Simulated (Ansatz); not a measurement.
Input and output of a self-consistent single point for MgAg2Sb2O6 (P1, 11 atoms in the cell) (Ansatz, a quantum-chemistry and plane-wave program).

Computed with PBEsol, default PAW files made with PBE (plane waves; Ansatz).

```
CELL_PARAMETERS angstrom
      2.81129     1.62310     5.97326
     -2.81129     1.62310     5.97326
      0.00000    -3.24620     5.97326
ATOMIC_POSITIONS crystal
  Mg 0.50737 0.49217 0.49207
  Ag 0.34081 0.35468 0.32004
  Ag 0.65749 0.64609 0.68471
  Sb 0.15502 0.11767 0.16328
  Sb 0.84956 0.82867 0.84925
  O  0.76248 0.47872 0.09960
  O  0.22925 0.53821 0.92395
  O  0.09713 0.76717 0.45861
  O  0.89874 0.26212 0.51338
  O  0.46425 0.09493 0.76836
  O  0.53791 0.91958 0.22674
```

Reference input (self-consistent single point, DFT, PBEsol, plane waves, default PAW files made with PBE): basis.ecutwfc = 420 eV; kpoints.mp_grid.grid = 4 4 4; hamiltonian.xc = pbesol; hamiltonian.pseudopotentials = {kind: paw} (the program's default PAW files); scf.occupations.method = gaussian; scf.occupations.width = 0.136 eV. This run's input differs from it in these lines:

Ansatz 0.2 input:
```diff
@@ -19,3 +19,3 @@
 basis:
-  ecutwfc: 420.0
+  ecutwfc: 485.0
 kpoints:
```

Output (repeated stretches shortened):

```
SCF iter   1: F=—  HF=-33133.423606 eV  |F-HF|=—  |Δ(HF+E_count)|=         —  Δρ=1.41e-2  dr2=3.03e-1  ethr=1.77e-3  ⟨swp⟩=5.5  Hψ=9357  notcnv=0  defer=52
all-band conjugate gradients solve this SCF's bands
preconditioner: auto → LDOS
SCF iter   2: F=—  HF=-33133.388018 eV  |F-HF|=—  |Δ(HF+E_count)|=   3.56e-2  Δρ=9.72e-3  dr2=1.00e-1  ethr=2.66e-4  ⟨swp⟩=2.0  Hψ=4704  notcnv=0  defer=228
   [... lines left out ...]
SCF iter   6: F=—  HF=-33133.354419 eV  |F-HF|=—  |Δ(HF+E_count)|=   2.83e-5  Δρ=1.09e-4  dr2=1.97e-5  ethr=1.32e-7  ⟨swp⟩=2.0  Hψ=3883  notcnv=0  defer=228
SCF iter   7: F=—  HF=-33133.354466 eV  |F-HF|=—  |Δ(HF+E_count)|=   4.67e-5  Δρ=3.83e-5  dr2=2.49e-6  ethr=1.73e-8  ⟨swp⟩=2.0  Hψ=3958  notcnv=0  defer=228
SCF iter   8: F=—  HF=-33133.354465 eV  |F-HF|=—  |Δ(HF+E_count)|=   4.73e-7  Δρ=1.32e-5  dr2=2.81e-7  ethr=2.19e-9  ⟨swp⟩=2.0  Hψ=3899  notcnv=0  defer=228
SCF iter   9: F=-33133.354465 eV  HF=-33133.354465 eV  |F-HF|=3.61e-8  |Δ(HF+E_count)|=   2.94e-8  Δρ=5.29e-6  dr2=4.84e-8  ethr=8.77e-11  ⟨swp⟩=10.3  Hψ=11565  notcnv=0
SCF 1 converged in 9 iterations: F = -33133.354465 eV  dr2 = 4.84e-8
Free energy (F): -33133.354465 eV
Internal energy: -33133.322849 eV  (E = F + TS)
E sigma→0 (E₀):  -33133.338657 eV
Entropy (-TS):   -0.031616 eV (-2.874 meV/atom)
Fermi energy:    9.862227 eV
--- Forces (eV/Å), atoms counted from 1 ---
  atom   1  Mg    -0.05614924    -0.52154372     0.88508055
  atom   2  Ag    -0.02997656    -0.00983618    -0.69589360
  atom   3  Ag    -0.02193664    -0.08526233    -0.22767714
  atom   4  Sb    -1.51703733     1.86743875     2.63578904
  atom   5  Sb    -0.61448169     0.09942363     1.63641850
  atom   6  O     -0.26914599     0.29319729    -1.16682232
  atom   7  O     -0.51269168     0.48759983    -0.77824979
  atom   8  O      1.22249439    -1.83203585    -0.73718262
   [... lines left out ...]
  atom  11  O     -0.00819818     0.11336934    -0.83507901
--- Stress (GPa, compression-positive) ---
       -4.645417      -1.092299      -0.544056
       -1.092301      -1.198807       0.653665
       -0.544056       0.653665      -5.220026
  P = ⅓ Tr σ = -3.6881 GPa (-36.881 kbar)
  The stress holds the Pulay correction. Without it, at fixed plane waves, as pw.x and ABINIT print it: P = -3.7241 GPa
```

The run converged in 9 iterations. Against the reference run the free energy goes down by 3.9 meV/atom, the pressure stays at -3.69 GPa and the largest force hardly changes (3.568 to 3.569 eV/Å).

The starting cell comes from a database of computed structures (which also holds hypothetical and non-ambient phases and stackings), without a prior relaxation at this level. Its atoms were displaced at random from the sites of space group no. 148. Spin-orbit coupling is off. Forces in this geometry exceed 1 eV/Å. Ansatz's pressure includes its estimate of the finite-basis (Pulay) stress. The run gives no clean gap (levels at the Fermi energy touch, overlap or are partly filled at this smearing), which alone does not show that the compound is a metal.
